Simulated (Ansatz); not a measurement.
Given:

```
Au
1.0
    2.89597     0.00000     0.00000
    1.44798     2.50798     0.00000
    1.44798    -0.83599     2.34775
Au
1
Direct
  0.00000   0.00000   0.00000
```

No spin polarisation.

Computed with DFT with PBEsol, PAW potentials and a 420 eV plane-wave cutoff in Ansatz (a quantum-chemistry and plane-wave program), without spin-orbit coupling, earlier PAW set. k-mesh 28×28×28 (Γ-centred); smearing 0.1 eV (Fermi–Dirac).

**Question.** What band gap does the calculation give?

**Answer.** Zero.

**Question.** What mean in-plane stress (compression positive) does the calculation give?

**Answer.** -0.5 GPa.

**Question.** What is the computed space group?

**Answer.** R-3m (No. 166).

The cells carry an imposed strain or load. Stability against distortions was not tested. The cell was made from Au in the fcc (Cu type) structure (space group Fm-3m, No. 225) by this change: biaxial strain +0.31 %, plane normal [111], relaxed out of plane.
